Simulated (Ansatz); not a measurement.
**Fermi-surface data of YGe under load (space group Cmcm)**

```
CELL_PARAMETERS angstrom
      2.05790    -5.14363     0.00000
      2.05790     5.14363     0.00000
      0.00000     0.00000     3.78778
ATOMIC_POSITIONS crystal
  Y  0.13983 0.86017 0.25000
  Y  0.86017 0.13983 0.75000
  Ge 0.41635 0.58365 0.25000
  Ge 0.58365 0.41635 0.75000
```

The numbers are results of PBEsol, rigid bands (plane waves, PAW, scalar-relativistic; Ansatz, a program for electronic structure), not measurements. Condition of this run: hydrostatic pressure 10 GPa (the target of the relaxation). How the cell was made: cell and atoms relaxed with PBEsol, then loaded as said.

```
Property                                                               Value
------------------------------------  --------------------------------------
density of states at the Fermi level       1.83 states/(eV·cell), both spins
bare Sommerfeld coefficient                        1.08 mJ/(mol of atoms·K²)
Drude plasma energy                             2.1 (x), 3.1 (y), 5.7 (z) eV
root-mean-square Fermi velocity                                    5.1e5 m/s
resistivity times τ                   112 (x), 52 (y), 15.0 (z) ×10⁻²² Ω·m·s
```

A metal at this level (no band gap); rigid bands, thermally averaged at 300 K, both spins. Spin-orbit coupling is left out. τ is one relaxation time for all states.

Computed structure with no diffraction record at hand here (it may be known, metastable or hypothetical): YGe under load (space group Cmcm).
